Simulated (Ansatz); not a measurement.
The starting structures come from a database of crystals and need not be the phases stable at ambient conditions.

 Where the default PAW files enter, the runs use the earlier of Ansatz's two default sets.

Crystal: Ba2H6Os (Fm-3m, not sure to be the ambient phase, 9 atoms a cell, 14.7 Å³ an atom); planes in its conventional cell.

These are r2SCAN (plane waves, PAW; Ansatz, an electronic-structure program) values and carry that method's errors.

The gap is the functional's own, uncorrected, and κ follows it; spin-orbit coupling is left out. Mid-gap values are interpolated between the computed energies.

```tsv
plane	area of the cell (Å²)	mid-gap κ (1/Å)	largest κ in the gap (1/Å)
(110)	46.3	0.40	0.44
(001)	32.7	[?]	0.44
(111)	28.4	[?]	[?]
```

Task: The slowest decay depends on the direction. Supply the withheld values.

Result: 
- (001), mid-gap κ (1/Å): 0.35
- (111), mid-gap κ (1/Å): 0.41
- (111), largest κ in the gap (1/Å): 0.48
